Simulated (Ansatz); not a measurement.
ZnS: energy against strain

ZnS (wurtzite, P6_3mc, 19.226 Å³/atom at rest, c along z) under a strain ε along c (axis z), the other axes held. PBEsol in Ansatz, a plane-wave DFT program (PAW, default set), 420 eV, 10×10×6 Γ-centred mesh, Fermi-Dirac smearing 0.05 eV; ions are relaxed within the symmetry of each cell.

Here s stands for strain and y for E less E0.

| strain (%) | E less E0 (meV/atom) |
|---|---|
| -1.20 | 1.32 |
| -0.60 | 0.33 |
| 0.00 | 0.00 |
| 0.60 | 0.32 |
| 1.20 | 1.28 |
| 3.00 | ? |

Taking a parabola for y over the 5 complete rows: Least squares gives y = 0.000 - 0.0150·s + 0.9028·s². Residuals (row less fit): 0.002, -0.004, 0.000, 0.004, -0.002; standard error 0.004 (degrees of freedom: 2). Twice the quadratic coefficient over the volume, 2 × 0.9028 meV × 10⁴ × 0.1602 / 19.226 Å³, is the elastic constant C33 = 150 ± 0.6 GPa.

Predict the withheld y at s = 3.00 from the fit, and compare with the calculation.

y = 0.000 - 0.0150 × 3.0 + 0.9028 × 3.0² = 8.080 meV/atom. The calculation gives 7.82 meV/atom, 0.260 meV/atom below the prediction (3.3 % of the range of y in the table). The row lies outside the fitted rows, so this is an extrapolation. The fitted rows scatter only by rounding.

One order more, fitted to all 11 runs of the series, follows each within 0.01, so the miss is the next term of a smooth law. ZnS is here the high-temperature form. Rows are the converged runs of the series near zero and its far end; series whose fitted rows scatter by over a few per cent of the range, as at a crossing or softening among them, aren't shown in this form. Most that stay on the fit to the last digits aren't either.
